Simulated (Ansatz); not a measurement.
We consider rock-salt BN (model structure), described by LDA in Ansatz (PAW).

Numerical settings: plane-wave cutoff 500 eV, 20×20×20 k mesh, Fermi–Dirac smearing 0.05 eV, scalar-relativistic PAW data made under PBE.

Cell (relaxed at this level):

```cif
data_B4N4
_chemical_formula_sum 'B4 N4'
_space_group_name_H-M_alt 'Fm-3m'
_space_group_IT_number 225
_space_group_name_Hall '-F 4 2 3'
_cell_length_a 3.45934
_cell_length_b 3.45934
_cell_length_c 3.45934
_cell_angle_alpha 90.000
_cell_angle_beta 90.000
_cell_angle_gamma 90.000
loop_
_atom_site_label
_atom_site_type_symbol
_atom_site_symmetry_multiplicity
_atom_site_Wyckoff_symbol
_atom_site_fract_x
_atom_site_fract_y
_atom_site_fract_z
_atom_site_occupancy
B1 B 4 a 0.00000 0.00000 0.00000 1
N1 N 4 b 0.50000 0.50000 0.50000 1
```
(The calculation used a cell of 2 atoms; values per cell refer to that cell.)

**Question.** Estimate the band gap that the calculation returns.

**Answer.** 
- band gap: 1.60 eV (on the SCF k mesh)

Note: the relaxation could raise the start's symmetry but not lower it, so the cell can be a saddle point.

Static lattice: no zero-point or thermal effects.

A model structure was made by putting elements into a prototype or built by hand; it is no filed structure, need not be a known phase, and can be a saddle point held by its symmetry.

Ansatz is a quantum-chemistry and plane-wave program.
